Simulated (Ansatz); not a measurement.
Re (P6_3/mmc), LDA, DFPT electron-phonon coupling, linearised Boltzmann equation (Ansatz, a program for electronic structure). Condition of this run: functional LDA. Phonon-limited resistivity 13.3 μΩ·cm at 300 K along y (a = (2.74, 0.00, 0.00) Å; b = (-1.37, 2.37, 0.00) Å; c = (0.00, 0.00, 4.42) Å), 18.2 μΩ·cm at 400 K, current-weighted mean free path 5.6 nm, Drude plasma energy 7.34 eV.

**Question.** Estimate the electronic thermal conductivity at 300 K by the Wiedemann-Franz law (L₀ = 2.44×10⁻⁸ W·Ω/K²).

**Answer.** L₀T/ρ = 2.44×10⁻⁸ × 300/(13.3×10⁻⁸) = 55.0 W/(m·K). Inelastic scattering puts the true Lorenz number somewhat under L₀ near and below the Debye temperature.

**Question.** Estimate the resistivity of a 40 nm square wire with diffuse walls from ρ ≈ ρ₀(1 + 3ℓ/4d).

**Answer.** 1 + 0.75 × 5.6/40 = 1.10, so ρ ≈ 14.7 μΩ·cm and a line 1 μm long has 91.9 Ω. The formula is the free-electron limit for d well above ℓ; grain boundaries add to it.

**Question.** What Drude relaxation time do resistivity and plasma energy imply?

**Answer.** ω_p = 1.12e16 s⁻¹, so τ = 1/(ε₀ ω_p² ρ) = 6.83 fs, a damping ħ/τ of 96.4 meV.

A metal at this level (no band gap). Only scattering by harmonic phonons is included (no impurities, grain boundaries, electron-electron scattering or thermal expansion). Spin-orbit coupling is left out, which matters with elements this heavy. Halving the electron mesh (36x36x20) moves the resistivity by up to 4 % at 300 K, the mean free path by up to 5 %. Smearing 0.20 eV; phonons on a 6x6x3 q mesh, which this run doesn't test.
